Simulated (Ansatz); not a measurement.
Results of HSE06 in Ansatz (PAW) for Al3BC (P6₃/mmc, No. 194, 10 atoms in the cell; start mp-1228446).

Settings: plane-wave cutoff 460 eV, 9×9×2 k mesh (along the axes of the cell as run), Fermi–Dirac smearing 0.01 eV, scalar-relativistic PAW data made under PBE.

Cell (relaxed with PBEsol):

```cif
data_C2Al6B2
_chemical_formula_sum 'Al6 B2 C2'
_space_group_name_H-M_alt 'P 1'
_space_group_IT_number 1
_cell_length_a 3.48506
_cell_length_b 3.48506
_cell_length_c 11.49983
_cell_angle_alpha 90.000
_cell_angle_beta 90.000
_cell_angle_gamma 120.000
loop_
_space_group_symop_operation_xyz
  'x, y, z'
loop_
_atom_site_label
_atom_site_type_symbol
_atom_site_fract_x
_atom_site_fract_y
_atom_site_fract_z
_atom_site_occupancy
Al1 Al 0.66667 0.33333 0.92425 1
Al2 Al 0.33333 0.66667 0.07575 1
Al3 Al 0.33333 0.66667 0.42425 1
Al4 Al 0.66667 0.33333 0.57575 1
Al5 Al 0.00000 0.00000 0.75000 1
Al6 Al 0.00000 0.00000 0.25000 1
B1 B 0.00000 0.00000 0.00000 1
B2 B 0.00000 0.00000 0.50000 1
C1 C 0.33333 0.66667 0.25000 1
C2 C 0.66667 0.33333 0.75000 1
```

Estimate the band gap and smallest direct gap on the k points sampled that the calculation returns.


band gap: 0.99 eV (indirect)
smallest direct gap on the k points sampled: 2.33 eV

Note: cell and atoms aren't relaxed at this level (pressure -0.6 GPa).

Static lattice: no zero-point or thermal effects.

Cost on a shared machine: about 8 core-minutes (a rough figure).

A start named mp-… is a Materials Project structure, which need not be a measured phase.

Ansatz is a program for electronic structure.
